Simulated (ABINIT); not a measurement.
ABINIT run on Sr3In (Fm-3m, 4 atoms in the cell): self-consistent single point.

Method: PBEsol, norm-conserving pseudopotentials (PseudoDojo nc-sr-04 PBEsol standard) (plane waves; ABINIT).

```yaml
crystal:
  lattice:
    - [0.00000, 4.33444, 4.33444]
    - [4.33444, 0.00000, 4.33444]
    - [4.33444, 4.33444, 0.00000]
  atoms:
    - { symbol: Sr, position: [0.75000, 0.75000, 0.75000] }
    - { symbol: Sr, position: [0.25000, 0.25000, 0.25000] }
    - { symbol: Sr, position: [0.50000, 0.50000, 0.50000] }
    - { symbol: In, position: [0.00000, 0.00000, 0.00000] }
```

Reference input (self-consistent single point, DFT, PBEsol, plane waves, norm-conserving pseudopotentials (PseudoDojo nc-sr-04 PBEsol standard)): pseudos = [Sr.upf, In.upf]; ecut = 35 Ha; occopt = 3; tsmear = 0.1 eV; ngkpt = 7 7 7; nshiftk = 1; shiftk = 0 0 0; potentials = PseudoDojo nc-sr-04 PBEsol standard; nband = 29; kptopt = 1; nstep = 60; toldfe = 1e-09 Ha. This run's input differs from it in these lines:

```diff
@@ -22,3 +22,3 @@
 kptopt 1
-ngkpt 7 7 7
+ngkpt 4 4 4
 nshiftk 1
```

Log, with long lists cut:

```
--- !BeginCycle
solver: {iscf: 7, nstep: 60, nline: 4, wfoptalg: 0, }
tolerances: {toldfe: 1.00E-09, }
...

     iter   Etot(hartree)      deltaE(h)  residm     vres2
 ETOT  1  -166.87140573300    -1.669E+02 3.785E-01 2.893E+03
 ETOT  2  -168.50831201031    -1.637E+00 1.966E-02 4.815E+03
 ETOT  3  -168.82695703197    -3.186E-01 1.608E-02 1.199E+03
 ETOT  4  -168.86165643491    -3.470E-02 2.540E-03 7.535E+02
 ETOT  5  -168.91651473748    -5.486E-02 1.545E-03 5.026E+01
   [... 4 lines left out ...]
 ETOT 10  -168.92022539640    -1.067E-07 1.146E-04 3.128E-05
 ETOT 11  -168.92022539871    -2.312E-09 1.338E-04 2.433E-06
 ETOT 12  -168.92022539885    -1.407E-10 1.082E-04 3.730E-09
 ETOT 13  -168.92022539885     1.222E-12 1.339E-04 1.109E-09
 At SCF step   13, etot is converged :
  for the second time, diff in etot=  1.222E-12 < toldfe=  1.000E-09

 Cartesian components of stress tensor (hartree/bohr^3)
  sigma(1 1)=  3.60495178E-05  sigma(3 2)=  0.00000000E+00
  sigma(2 2)=  3.60495178E-05  sigma(3 1)=  0.00000000E+00
  sigma(3 3)=  3.60495178E-05  sigma(2 1)=  0.00000000E+00

 ----iterations are completed or convergence reached----

 reduced coordinates (array xred) for    4 atoms
       0.750000000000      0.750000000000      0.750000000000
       0.250000000000      0.250000000000      0.250000000000
       0.500000000000      0.500000000000      0.500000000000
       0.000000000000      0.000000000000      0.000000000000
 cartesian forces (eV/Angstrom) at end:
    1      0.00000000000000    -0.00000000000000     0.00000000000000
   [... lines left out ...]
 Fermi (or HOMO) energy (hartree) =   0.19447   Average Vxc (hartree)=  -0.31695
   [... lines left out ...]
total_energy        : -1.68920225398853E+02
total_energy_eV     : -4.59655309504591E+03
band_energy         : -1.73469899778371E+01
...

-Cartesian components of stress tensor (GPa)         [Pressure= -1.0606E+00 GPa]
- sigma(1 1)=  1.06061325E+00  sigma(3 2)=  0.00000000E+00
- sigma(2 2)=  1.06061325E+00  sigma(3 1)=  0.00000000E+00
- sigma(3 3)=  1.06061325E+00  sigma(2 1)=  0.00000000E+00

 Calculation completed.
```

The run converged in 13 iterations. Against the reference run the free energy rises by 5.5 meV/atom and the pressure hardly changes (-1.12 to -1.06 GPa).

The starting cell comes from a database of computed structures (which also holds hypothetical and non-ambient phases and stackings), without a prior relaxation at this level.

Cost on one core of a shared machine: roughly 90 s.
